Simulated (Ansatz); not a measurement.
**Response to strain in BN**

Take BN in the wurtzite structure (space group P6_3mc, No. 186) as the base.

Space group P6₃mc (No. 186); a = b = 2.523 Å, c = 4.175 Å, α = β = 90.00°, γ = 120.00°

| atom | site | symmetry | x | y | z |
|---|---|---|---|---|---|
| B | 2b | 3m. | 0.3333 | 0.6667 | 0.0003 |
| N | 2b | 3m. | 0.3333 | 0.6667 | 0.3747 |

Strains are applied to the cell and any free atomic positions relax.

Calculations: DFT with LDA, PAW potentials and a 420 eV plane-wave cutoff in Ansatz (a quantum-chemistry and plane-wave program), no SOC.

Notes on the quantities. energy relative to the base: free energy F.

```csv
isotropic strain (%),energy relative to the base (meV/atom)
-3,63.4
-2.4,?
-1.8,22.1
-1.2,9.6
-0.6,2.4
0,0.0
```

Task: Fit ΔE = Aε² + Bε³ (ε in %) to the rows shown and predict the withheld row.

Result: Least squares on the printed values gives A = 6.47 and B = -0.19 meV/atom (largest residual 0.0 meV/atom); this predicts 39.9 meV/atom, and the run gives 39.9 meV/atom, in agreement.

Whether these cells are dynamically stable was not tested.
